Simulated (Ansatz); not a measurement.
Output of an Ansatz run (abridged):

```
WARN ansatz: RAYON_NUM_THREADS=1 ignored (pool sized by the plan → 1); use --threads N
Pseudopotentials: kind: paw
Pseudopotential: La, paw, valence charge 11
Pseudopotential: Mg, paw, valence charge 10
Crystal: 4 atoms, lattice volume = 124.693 Å³
Basis set: ecut = 420 eV, 2461 PW (Γ), exchange–correlation on 80×54×80 points (8 copies of the dense FFT grid, shifted against one another)
Bands: 26, of which v1, the nominal top of the filled ones, is band 21 counted from 1 (20 counted from 0)
Symmetry: 4 space group operations
Space group: Pmm2 (ITA 25), of the structure as read, at distance tolerance 5.0e-5 Å
k-points: 80 of 324 (time reversal used)
PAW frozen core: La, regenerated for the run's functional, and the local potential with it
PAW frozen core: Mg, regenerated for the run's functional, and the local potential with it
Initial density: superposition of atomic densities (neutral atoms: chi_scale 0, normalization atom), corrected by the library's trained network
Initial wavefunctions: pseudopotential atomic-orbital guess
Eigensolver: davidson
Functional: x = pbesol(κ = 0.804, μ = 0.12345679012345678), c = pbesol(β = 0.046)
SCF iter   1: F=—  HF=-16147.014345 eV  |F-HF|=—  |Δ(HF+E_count)|=         —  Δρ=2.43e-3  dr2=8.37e-3  ethr=1.77e-3  ⟨swp⟩=7.8  Hψ=10477  notcnv=0
all-band conjugate gradients solve this SCF's bands
preconditioner: auto → Kerker (q_TF=auto, 2.276 Å⁻¹)
SCF iter   2: F=—  HF=-16147.016243 eV  |F-HF|=—  |Δ(HF+E_count)|=   1.90e-3  Δρ=1.28e-3  dr2=1.75e-3  ethr=1.99e-5  ⟨swp⟩=2.6  Hψ=4439  notcnv=0
SCF iter   3: F=—  HF=-16147.016294 eV  |F-HF|=—  |Δ(HF+E_count)|=   5.11e-5  Δρ=4.14e-4  dr2=3.56e-4  ethr=4.17e-6  ⟨swp⟩=2.1  Hψ=3359  notcnv=0
SCF iter   4: F=—  HF=-16147.016277 eV  |F-HF|=—  |Δ(HF+E_count)|=   1.66e-5  Δρ=1.09e-4  dr2=3.55e-5  ethr=8.48e-7  ⟨swp⟩=2.0  Hψ=2520  notcnv=0
SCF iter   5: F=—  HF=-16147.016284 eV  |F-HF|=—  |Δ(HF+E_count)|=   6.56e-6  Δρ=4.08e-5  dr2=5.37e-6  ethr=8.46e-8  ⟨swp⟩=2.9  Hψ=4012  notcnv=0
SCF iter   6: F=—  HF=-16147.016283 eV  |F-HF|=—  |Δ(HF+E_count)|=   8.45e-7  Δρ=1.26e-5  dr2=5.59e-7  ethr=1.28e-8  ⟨swp⟩=1.9  Hψ=2363  notcnv=0
SCF iter   7: F=-16147.016283 eV  HF=-16147.016283 eV  |F-HF|=3.39e-8  |Δ(HF+E_count)|=   1.13e-7  Δρ=3.23e-6  dr2=4.72e-8  ethr=2.38e-10  ⟨swp⟩=10.7  Hψ=10782  notcnv=0
SCF 1 converged in 7 iterations: F = -16147.016283 eV  dr2 = 4.72e-8
SCF converged after 7 iterations
Free energy (F): -16147.016283 eV
Harris-Foulkes:  -16147.016283 eV  (|F-HF|=3.39e-8)
Internal energy: -16146.879400 eV  (E = F + TS)
E sigma→0 (E₀):  -16146.947841 eV
Entropy (-TS):   -0.136883 eV (-34.221 meV/atom)
Fermi energy:    8.362689 eV
--- Per-component energies (eV) ---
  E_band       = -800.585058
  E_kinetic    = 532.516916
  E_local      = -4027.018572  (includes V_loc(G=0)·N_el)
  E_nonlocal   = 385.669386
  E_hartree    = 1428.068757
  E_xc         = -331.335149
  E_vxc        = -365.257248  (∫ρ·V_xc dr)
  E_paw        = -11218.984883  (= ΣΔE_a)
  E_vpaw       = -182.632923  (= ΣTr[D̂ρ^β])
  E_aug_tail   = -0.000001  (compensation charges beyond the density's cutoff)
  E_ewald      = -2916.252597
  E_core_change = 0.456743  (= ΣΔE_core)
  E_smearing   = -0.136883  (= −TS)
  E_closure    = 0.000000  (closes the sum)
  Σ components = -16147.016283   (vs F -16147.016283, Δ=0.00e0)
--- Forces (eV/Å), atoms counted from 1 ---
  atom   1  La    -0.00000000     0.00000000    -0.19756565
  atom   2  La     0.00000000     0.00000000     0.06616227
  atom   3  Mg     0.00000000     0.00000000     0.08921538
  atom   4  Mg    -0.00000000     0.00000000     0.04217165
  max |Σ_I F_I| component: 1.64e-5 eV/Å
--- Stress (GPa, compression-positive) ---
       -1.522435      -0.000000      -0.000000
       -0.000000      -1.660829      -0.000000
       -0.000000      -0.000000      -1.758252
  P = ⅓ Tr σ = -1.6472 GPa (-16.472 kbar)
  The stress holds the Pulay correction. Without it, at fixed plane waves, as pw.x and ABINIT print it: P = -1.6495 GPa
--- Band table (eV; the first three rows and the last of 80) ---
  k-point 0: bands = ["-66.8031", "-66.7947", "-33.7474", "-33.7470", "-33.7448", "-33.7387", "-33.7384", "-33.7367", "-24.5799", "-24.4886", "-8.5229", "-8.4432", "-8.0480", "-7.9853", "-7.9187", "-7.8141", "3.5525", "5.5113", "7.6667", "7.7242", [...]
  k-point 1: bands = ["-66.8031", "-66.7947", "-33.7474", "-33.7470", "-33.7448", "-33.7387", "-33.7384", "-33.7367", "-24.5780", "-24.4905", "-8.5107", "-8.4282", "-8.0727", "-7.9996", "-7.9158", "-7.8170", "3.7302", "5.5873", "7.5480", "7.7516", [...]
  k-point 2: bands = ["-66.8031", "-66.7947", "-33.7474", "-33.7470", "-33.7448", "-33.7387", "-33.7384", "-33.7367", "-24.5739", "-24.4943", "-8.4838", "-8.3900", "-8.1303", "-8.0304", "-7.9093", "-7.8234", "4.2219", "5.5437", "7.2437", "7.9462", [...]
  k-point 79: bands = ["-66.8030", "-66.7947", "-33.7489", "-33.7473", "-33.7446", "-33.7406", "-33.7381", "-33.7366", "-24.4874", "-24.4785", "-8.4933", "-8.4862", "-8.4609", "-8.4602", "-7.8960", "-7.8944", "5.5891", "5.6009", "7.9402", "7.9596", [...]
```

The structure:

```xyz
4
Lattice="5.6323 0.0000 0.0000 0.0000 3.8129 0.0000 0.0000 0.0000 5.8064" Properties=species:S:1:pos:R:3 pbc="T T T"
La     4.2242     0.0000     4.6550
La     1.4081     0.0000     1.2013
Mg     1.4081     1.9064     4.0252
Mg     4.2242     1.9064     1.7812
```

Q: What input produced this log?

A: Other spellings and defaults could give the same log, and not every line can be read from it. The input that was run (DFT, PBEsol, plane waves, default PAW files made with PBE):

Ansatz 0.2 input:
```yaml
crystal:
  lattice:
    - [5.63231600, 0.00000000, 0.00000000]
    - [0.00000000, 3.81286400, 0.00000000]
    - [0.00000000, 0.00000000, 5.80637700]
  atoms:
    - { symbol: La, position: [0.75000000, 0.00000000, 0.80171100] }
    - { symbol: La, position: [0.25000000, 0.00000000, 0.20690000] }
    - { symbol: Mg, position: [0.25000000, 0.50000000, 0.69324000] }
    - { symbol: Mg, position: [0.75000000, 0.50000000, 0.30676000] }
basis:
  ecutwfc: 420.0 eV
kpoints:
  mp_grid:
    grid: [6, 9, 6]
hamiltonian:
  xc: pbesol
  pseudopotentials:
    kind: paw
scf:
  occupations:
    method: fermi_dirac
    width: 0.1 eV
output:
  forces: true
  eigenvalues: true
  stress: true
```

The starting cell comes from a database of computed structures (which also holds hypothetical and non-ambient phases and stackings), without a prior relaxation at this level. Its lattice was rescaled by up to half a per cent. One atom was moved a little off its site on purpose. Ansatz's pressure includes its estimate of the finite-basis (Pulay) stress.

Ansatz is a program for electronic structure.
